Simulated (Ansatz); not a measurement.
Consider CaO in the rock salt structure (space group Fm-3m, No. 225; a = 4.7670 Å).

It is then changed as follows: full substitution Ca → Ba; the structure is relaxed again.

Levels (all Ansatz, a quantum-chemistry and plane-wave program, PAW): PBEsol (420 eV, scalar-relativistic without spin-orbit coupling); HSE06 (420 eV, without spin-orbit coupling).

The geometry is relaxed with PBEsol.

- PBEsol band gap: 1.84 eV

With HSE06 at the same geometry, the band gap increases by 1.38 eV (1.84 eV → 3.22 eV).

Single points use the geometry relaxed with PBEsol. HSE06 was sampled on its mesh, a few special points and the semilocal edge points, so its gap is an upper bound. Stability against distortions was not tested. The base started in Cmce and relaxed to Fm-3m at this level.
